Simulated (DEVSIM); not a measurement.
**GaAs p-i-n diode**

Device: GaAs p-i-n diode, at 300 K.

```
layer (left to right)  material  thickness (μm)  Nd (cm⁻³)  Na (cm⁻³)  τn (s)  τp (s)
---------------------  --------  --------------  ---------  ---------  ------  ------
1                          GaAs           0.270          -     3.7e17  9.7e-8  9.7e-8
2                          GaAs            1.10     6.3e13          -  9.7e-8  9.7e-8
3                          GaAs           0.630     1.2e17          -  9.7e-8  9.7e-8
```

Left contact: ohmic. Right contact: ohmic. Voltage is applied to the left contact. Recombination: SRH at mid-gap. Mobility is μmin + (μ − μmin)/(1 + (N/Nref)^α).

The device is made up for the run: typed textbook-type constants, with dimensions and the other settings drawn at random. Values at 300 K.

| parameter | GaAs |
|---|---|
| gap (eV) | 1.424 |
| affinity (eV) | 4.07 |
| permittivity | 12.9 |
| Nc (cm⁻³) | 4.7e17 |
| Nv (cm⁻³) | 9e18 |
| μn (cm²/Vs) | 8500 |
| μp (cm²/Vs) | 400 |
| μn,min | 500 |
| μp,min | 20 |
| Nref,n | 6e16 |
| Nref,p | 1.5e17 |
| αn | 0.39 |
| αp | 0.38 |

Simulated with DEVSIM: 1D drift-diffusion, Boltzmann statistics, complete ionisation; no tunnelling, impact ionisation, image-force lowering or self-heating.

- Potential step across the device at zero bias = 1.306 V
- Dark forward voltage at 1 A/cm² = 1.019 V
- Dark forward voltage at 100 A/cm² = 1.140 V

Dark forward current:

```tsv
V (V)	J (A/cm²)
0.05	2.7e-11
0.10	9.4e-11
0.20	7.9e-10
0.25	2.2e-9
0.30	6.2e-9
0.35	1.8e-8
0.45	1.4e-7
0.50	4.0e-7
0.55	1.2e-6
0.60	3.4e-6
0.70	3.4e-5
0.75	0.00012
0.80	0.00049
0.85	0.0024
0.95	0.078
1.00	0.50
1.05	3.3
1.10	22
1.20	910
1.25	4700
```

Small-signal capacitance in reverse bias (quasi-static):

| V (V) | C (nF/cm²) |
|---|---|
| -0.4 | 10.6 |
| -1 | 10.4 |
| -2 | 10.2 |
| -3 | 10.1 |
| -4 | 10.1 |
| -6 | 9.93 |
| -8 | 9.81 |
| -10 | 9.70 |
| -13 | 9.54 |
| -16 | 9.38 |
| -20 | 9.19 |
